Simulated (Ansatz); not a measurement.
## Habitual settings against a tight run: Mg3Ir (P6_3/mmc, 8 atoms in the cell)

Self-consistent single point.

```
Mg3Ir
1.0
    4.55751     0.00000     0.00000
   -2.27875     3.94692     0.00000
    0.00000     0.00000     8.20784
Mg Ir
6 2
Direct
  0.00000   0.00000   0.25000
  0.00000   0.00000   0.75000
  0.33333   0.66667   0.57809
  0.66667   0.33333   0.42191
  0.66667   0.33333   0.07809
  0.33333   0.66667   0.92191
  0.33333   0.66667   0.25000
  0.66667   0.33333   0.75000
```

Level of theory: LDA (PW92), harder PAW files (source: ansatz) made with PBE (plane waves; Ansatz, a first-principles code).

Base settings: basis.ecutwfc = 45.6 Ry; kpoints.mp_grid.grid = 8 8 4; hamiltonian.xc = lda; hamiltonian.pseudopotentials = {kind: paw, source: ansatz}; scf.occupations.method = methfessel_paxton; scf.occupations.width = 0.0073 Ry.

Tight run (finer mesh or higher cutoff; not a proven limit): basis.ecutwfc: 45.6 Ry → 63.9 Ry; kpoints.mp_grid.grid: 8 8 4 → 11 11 6; scf.convergence.dr2_threshold: default (1e-07 eV) → 1e-09 eV. It gave Fermi level (on the code's own zero) 10.38 eV; pressure -3.43 GPa; largest force (vector length) 0.021 eV/Å.

Quick runs, as changes from the base:
- A: the base itself
- B: basis.ecutwfc: 45.6 Ry → 27.2 Ry; kpoints.mp_grid.grid: 8 8 4 → 3 3 3; scf.occupations.method: methfessel_paxton → fermi_dirac; scf.occupations.width: 0.0073 Ry → 0.0367 Ry
- C: basis.ecutwfc: 45.6 Ry → 22.8 Ry; kpoints.mp_grid.grid: 8 8 4 → 8 8 8; scf.occupations.width: 0.0073 Ry → 0.02 Ry
- D: basis.ecutwfc: 45.6 Ry → 36.4 Ry; kpoints.mp_grid.grid: 8 8 4 → 6 6 6
- E: basis.ecutwfc: 45.6 Ry → 32 Ry; kpoints.mp_grid.grid: 8 8 4 → 4 4 4; hamiltonian.xc: lda → pbesol; scf.occupations.method: methfessel_paxton → gaussian; scf.occupations.width: 0.0073 Ry → 0.0367 Ry; scf.convergence.dr2_threshold: default (1e-07 eV) → 0.001 eV [PBEsol]

Energies are extrapolated to zero smearing width, which holds to low order in the width alone.

Dashes: energy of E, another energy zero.

† marks runs with another functional, U, potentials or spin treatment: their distance from the tight run is not a convergence error alone.

The count of work is k-points × plane waves × bands × iterations; it is no time. 

Pressures in the table are Ansatz's without its Pulay estimate, at a fixed set of plane waves; the tight run's value above holds the estimate.

The starting cell comes from a database of computed structures (which also holds hypothetical and non-ambient phases and stackings), without a prior relaxation at this level. Its lattice was rescaled by a random factor within 2.5 % of one. Spin polarisation is off. In the base run, with a pressure of about -3 GPa the cell is away from its equilibrium volume at this level.

| run | energy less tight (meV/atom) | pressure less tight (GPa) | largest miss in a force vector (eV/Å) | count of work / tight |
|---|---|---|---|---|
| A | 0.3 | -0.04 | 0.019 | 0.26 |
| B | 1479.4 | -94.16 | 0.013 | 0.025 |
| C | 9151.3 | -500.47 | 0.041 | 0.14 |
| D | 19.8 | -2.66 | 0.045 | 0.17 |
| E† | – | -12.45 | 0.011 | 0.040 |

Among the runs at the tight run's level, the energy misses run from 0.3 to 9151.3 meV/atom.

Left out of this page: 1 run of the series with a known weakness of the program.

Keys are those of Ansatz 0.2.
